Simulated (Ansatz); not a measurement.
Results of LDA (PAW; Ansatz, an electronic-structure program) for Mo2N (I4₁/amd, No. 141, 6 atoms in the cell; start mp-27953).

Run with plane-wave cutoff 520 eV, 18×18×18 k mesh, Fermi–Dirac smearing 0.05 eV, no spin polarisation, scalar-relativistic PAW data made under PBE.

Cell (relaxed at this level):

```cif
data_Mo4N2
_chemical_formula_sum 'Mo4 N2'
_space_group_name_H-M_alt 'P 1'
_space_group_IT_number 1
_cell_length_a 4.94176
_cell_length_b 4.94176
_cell_length_c 4.94176
_cell_angle_alpha 129.821
_cell_angle_beta 129.821
_cell_angle_gamma 73.693
loop_
_space_group_symop_operation_xyz
  'x, y, z'
loop_
_atom_site_label
_atom_site_type_symbol
_atom_site_fract_x
_atom_site_fract_y
_atom_site_fract_z
_atom_site_occupancy
Mo1 Mo 0.98929 0.48929 0.50000 1
Mo2 Mo 0.23929 0.23929 0.00000 1
Mo3 Mo 0.76071 0.76071 0.00000 1
Mo4 Mo 0.51071 0.01071 0.50000 1
N1 N 0.25000 0.75000 0.50000 1
N2 N 0.50000 0.50000 0.00000 1
```

Q: What does this level give for the bulk modulus B0?

A: 
- bulk modulus B0 = 330 GPa

The run finds no gap.

Note: the bulk modulus is −V dP/dV from two relaxed cells at ±2 % in volume; the relaxation could not lower the start's symmetry, so the cell can be a saddle point above a distorted one.

The computed numbers hold no vibrational or temperature effects.

A start named mp-… is a Materials Project structure, which need not be a measured phase.
